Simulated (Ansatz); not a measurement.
The starting structures come from a database of crystals and need not be the phases stable at ambient conditions.

By PBEsol, the system below comes out a metal.

Consider the following.

```
RuSi
1.0
    2.91612     0.00000     0.00000
    0.00000     2.91612     0.00000
    0.00000     0.00000     2.82864
Si Ru
1 1
Direct
  0.50000   0.50000   0.50000
  0.00000   0.00000   0.00000
```

Space group of this cell: P4/mmm. The cell is strained (lengths along the current scaled by 0.97, ions clamped); by PBEsol its mean pressure is 7.3 GPa.

The current flows along the normal of the first two printed cell vectors, the (001) (indices of the unstrained crystal) plane of the conventional cell. No spin-orbit coupling; the value is a mean over 0.1 eV about the Fermi level.

Task: Compute, with PBEsol (Ansatz, a first-principles code), the ballistic conductance per area.

Result: 0.49 × 10¹⁵ S/m² for both spins.
